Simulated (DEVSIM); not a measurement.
Structure: Schottky contact on n-type β-Ga2O3, at 250 K.

Layer 1 from the left is β-Ga2O3, thickness (μm) 0.380, Nd (cm⁻³) 9.9e15, τn (s) 4.2e-10, τp (s) 4.2e-10.

Left contact: Schottky, work function 5.07 eV, emission velocity 3.5e6 cm/s. Right contact: ohmic. Voltage is applied to the left contact. Recombination: SRH at mid-gap, radiative. Mobility is μmin + (μ − μmin)/(1 + (N/Nref)^α).

Constants are typed, rounded textbook-type inputs, not results; the design itself was drawn at random and stands for no fabricated device. Values at 300 K; Nc and Nv go as T^1.5, mobilities as T to minus their exponent, the gap by Varshni's rule with the affinity fixed.

β-Ga2O3: gap (eV) 4.8, affinity (eV) 4, permittivity 10, Nc (cm⁻³) 3.7e18, Nv (cm⁻³) 5e20, μn (cm²/Vs) 160, μp (cm²/Vs) 1, μn,min 20, μp,min 0.1, Nref,n 1e18, Nref,p 1e18, αn 0.8, αp 0.8, T exponent of μn 1.8, T exponent of μp 1.5, B (cm³/s) 1e-12, Varshni α (eV/K) 0.0004, Varshni β (K) 600.

Simulated with DEVSIM: 1D drift-diffusion, Boltzmann statistics, complete ionisation; no tunnelling, impact ionisation, image-force lowering or self-heating. Metal contacts follow the ideal Schottky-Mott rule: no Fermi-level pinning, no interface dipoles.

Dark forward current:

```
|V| (V)  |J| (A/cm²)
-------  -----------
0.15       3.421e-13
0.20       3.459e-12
0.25       3.491e-11
0.30       3.520e-10
0.35        3.545e-9
0.40        3.565e-8
0.45        3.578e-7
0.50        3.583e-6
0.55        3.576e-5
0.60       0.0003554
0.65        0.003511
0.70         0.03434
0.75          0.3302
0.80           3.045
0.85           24.34
0.90           126.2
0.95           359.5
1.00           687.4
1.05            1066
1.10            1473
1.15            1896
1.20            2329
```

Question: Work out the local ideality factor n = ΔV / (kT/q · ln(J2/J1)) between the rows 0.15 and 0.20 V, 1.15 and 1.20 V.

Answer: kT/q = 21.54 mV. From 0.15 to 0.20 V: ln(3.459e-12/3.421e-13) = 2.314, n = 1.00, near the 1 of diffusion or emission over a barrier. From 1.15 to 1.20 V: ln(2329/1896) = 0.206, n = 11.29; the layers' resistance at their doping, Σ W/(qμN) = 0.00011 Ω cm², would take 48 mV of this step of 50 mV.

Question: Estimate the current at 0.45 V for emission alone, J0 = q v N_band exp(−φB/kT), and read the barrier back from the simulated current.

Answer: φB = 1.070 eV, N_band = 2.81e18 cm⁻³, J0 = 4.21e-16 A/cm²; J = J0 (exp(qV/kT) − 1) = 4.98e-7 A/cm². The simulation gives 3.58e-7 A/cm²; the estimate lies 39 % above. Read backwards, the simulated current gives an apparent barrier of 1.077 eV. The estimate leaves out transport through the depletion region and minority injection.
